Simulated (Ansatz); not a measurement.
CsCl-type CuZn was calculated with r²SCAN+rVV10 (PAW; Ansatz, a program for electronic structure).

Settings: plane-wave cutoff 560 eV, 18×18×18 k mesh, Fermi–Dirac smearing 0.05 eV, no spin polarisation, scalar-relativistic PAW data made under PBE.

Cell (relaxed at this level):

```
CuZn
1.0
    2.90645     0.00000     0.00000
    0.00000     2.90645     0.00000
    0.00000     0.00000     2.90645
Zn Cu
1 1
Cartesian
  1.45323   1.45323   1.45323
  0.00000   0.00000   0.00000
```

Predict the bulk modulus B0 and pressure derivative B′ of the bulk modulus.


* **bulk modulus B0**: 140 GPa
* **pressure derivative B′ of the bulk modulus**: 4.9

The run finds no gap.

Measured, for comparison: bulk modulus 116 GPa (temperature not stated, not corrected to a static lattice; as tabulated in Nepal et al. (2020), arXiv:2007.11150). Computed (rounded) less measured: bulk modulus +21 %.

The computed numbers hold no vibrational or temperature effects.

It cost about 2.6 core-minutes (a rough figure) of CPU time.
